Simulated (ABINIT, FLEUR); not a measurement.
An ABINIT input for a self-consistent single point of TiS (P-6m2, 2 atoms in the cell) (DFT, PBEsol, plane waves, PAW (JTH v2.0 PBE PAW, files made for PBE)):

```
# TiS, JTH v2.0 PBE PAW
pp_dirpath "./"
pseudos "Ti.GGA_PBE-JTH.xml, S.GGA_PBE-JTH.xml"
acell 3.2018266995 3.2018266995 3.1527190000 Angstrom
rprim
         1.0000000000   -0.0000000563    0.0000000000
        -0.4999999512    0.8660254319    0.0000000000
         0.0000000000    0.0000000000    1.0000000000
natom 2
ntypat 2
znucl 22 16
typat 1 2
xcart
         1.6009134018    0.9242876633    0.0000000000
         0.0000000000    0.0000000000    1.5763595000
      Angstrom
ecut 30
pawecutdg 60
pawxcdev 0
ixc -116133
occopt 7
tsmear 0.00734986
nband 14
kptopt 1
ngkpt 12 12 10
nshiftk 1
shiftk 0 0 0
nstep 50
toldfe 1.0e-09
prtwf 0
prtden 0
```

Problem. Translate this input to FLEUR.

Solution. This is the input that was run; spellings and numerical settings could be chosen otherwise.

Input of the input generator:

```
TiS FLAPW
&input film=f /
6.0505755605 -0.0000003406 0.0000000000
-3.0252874853 5.2399523133 0.0000000000
0.0000000000 0.0000000000 5.9577754579
1.0
1.0 1.0 1.0

2
22 0.6666668333 0.3333331667 0.0000000000
16 0.0000001667 -0.0000001667 0.5000000000

&comp jspins=1 /
&exco xctyp='PBEs' /
&kpt div1=12 div2=12 div3=10 gamma=t /
&end /
```

```xml
<?xml version="1.0" encoding="UTF-8" standalone="no"?>
<fleurInput fleurInputVersion="0.39">
   <comment>
      TiS FLAPW                                                                                           
   </comment>
   <calculationSetup>
      <cutoffs Kmax="4.7" Gmax="14.1" GmaxXC="14.1" numbands="0"/>
      <scfLoop itmax="80" minDistance="0.00001" maxIterBroyd="15" imix="Anderson" alpha="0.05" precondParam="0.0" spinf="2.0"/>
      <coreElectrons ctail="T" frcor="F" kcrel="0" coretail_lmax="0"/>
      <xcFunctional name="PBEs" relativisticCorrections="F"/>
      <magnetism jspins="1"/>
      <soc l_soc="F" theta="0.0" phi="0.0" spav="F"/>
      <expertModes spex="0" secvar="F"/>
      <geometryOptimization l_f="T" forcealpha="1.0" forcemix="BFGS" epsdisp="0.00001" epsforce="0.00001"/>
      <ldaU l_linMix="F" mixParam="0.05" spinf="1.0"/>
   </calculationSetup>
   <cell>
      <bzIntegration valenceElectrons="18.0" mode="gauss" fermiSmearingEnergy="0.00734986">
         <kPointListSelection listName="default-1"/>
         <!-- k-points included here -->
         <xi:include xmlns:xi="http://www.w3.org/2001/XInclude" href="kpts.xml"> </xi:include>
      </bzIntegration>
      <!-- symmetry operations included here -->
      <xi:include xmlns:xi="http://www.w3.org/2001/XInclude" href="sym.xml"> </xi:include>
      <bulkLattice scale="1.0">
         <bravaisMatrix>
            <row-1>    6.0505755604999996    -0.0000003406000000     0.0000000000000000</row-1>
            <row-2>   -3.0252874852999998     5.2399523132999999     0.0000000000000000</row-2>
            <row-3>    0.0000000000000000     0.0000000000000000     5.9577754579000004</row-3>
         </bravaisMatrix>
      </bulkLattice>
   </cell>
   <atomSpecies>
      <species name="Titanium (Ti)" element="Ti" atomicNumber="22">
         <mtSphere radius="2.59" gridPoints="913" logIncrement="0.013"/>
         <atomicCutoffs lmax="10" lnonsphr="8"/>
         <electronConfig flipSpins="F">
            <coreConfig>(1s1/2) (2s1/2) (2p1/2) (2p3/2)</coreConfig>
            <valenceConfig>(3s1/2) (3p1/2) (3p3/2) (4s1/2) (3d3/2) (3d5/2)</valenceConfig>
            <stateOccupation state="(3d3/2)" spinUp="0.4" spinDown="0.4"/>
            <stateOccupation state="(3d5/2)" spinUp="0.6" spinDown="0.6"/>
         </electronConfig>
         <energyParameters s="4" p="4" d="3" f="4"/>
         <lo type="SCLO" l="0" n="3" eDeriv="0"/>
         <lo type="SCLO" l="1" n="3" eDeriv="0"/>
      </species>
      <species name="Sulfur (S)" element="S" atomicNumber="16">
         <mtSphere radius="1.69" gridPoints="595" logIncrement="0.019"/>
         <atomicCutoffs lmax="8" lnonsphr="6"/>
         <electronConfig flipSpins="F">
            <coreConfig>(1s1/2) (2s1/2) (2p1/2) (2p3/2)</coreConfig>
            <valenceConfig>(3s1/2) (3p1/2) (3p3/2)</valenceConfig>
            <stateOccupation state="(3p1/2)" spinUp="0.6666666666667" spinDown="0.6666666666667"/>
            <stateOccupation state="(3p3/2)" spinUp="1.3333333333333" spinDown="1.3333333333333"/>
         </electronConfig>
         <energyParameters s="3" p="3" d="3" f="4"/>
      </species>
   </atomSpecies>
   <atomGroups>
      <atomGroup species="Titanium (Ti)">
         <relPos label="                   1">-1.000/3.000 1.000/3.000 .0000000000</relPos>
         <force calculate="T" relaxXYZ="TTT"/>
      </atomGroup>
      <atomGroup species="Sulfur (S)">
         <relPos label="                   2">.0000000000 .0000000000 1.000/2.000</relPos>
         <force calculate="T" relaxXYZ="TTT"/>
      </atomGroup>
   </atomGroups>
   <output dos="F" band="F" slice="F">
      <checks vchk="F" cdinf="F"/>
      <bandDOS minEnergy="-.5*Htr" maxEnergy="0.5*Htr" sigma="0.015" storeEVData="T"/>
      <vacuumDOS vacdos="F" integ="F" star="F" nstars="0" locx1="0.0" locy1="0.0" locx2="0.0" locy2="0.0" nstm="0" tworkf="0.0"/>
      <unfoldingBand unfoldBand="F" supercellX="1" supercellY="1" supercellZ="1"/>
      <plotting iplot="0" polar="F">
         <plot TwoD="T" vec1="  1.0  0.0  0.0" vec2="  0.0  1.0  0.0" vec3="  0.0  0.0  1.0" zero="  0.0  0.0  0.0" file="plot"/>
      </plotting>
      <chargeDensitySlicing numkpt="0" minEigenval="0.0" maxEigenval="0.0" nnne="0" pallst="F"/>
      <specialOutput eonly="F"/>
      <magneticCircularDichroism mcd="F" energyLo="-10.0" energyUp="0.0"/>
   </output>
  <!-- We include the file relax.xml here to enable relaxations (see documentation) -->
  <xi:include xmlns:xi="http://www.w3.org/2001/XInclude" href="relax.xml"> <xi:fallback/> </xi:include>
</fleurInput>
```

Basis, cutoffs, solver keys and any potentials are the target program's own. This input uses DFT, PBEsol, all-electron FLAPW (FLEUR), scalar-relativistic valence.

The starting cell comes from a database of computed structures (which also holds hypothetical and non-ambient phases and stackings), without a prior relaxation at this level. For this run, on top of that: lattice scaled by 0.98.
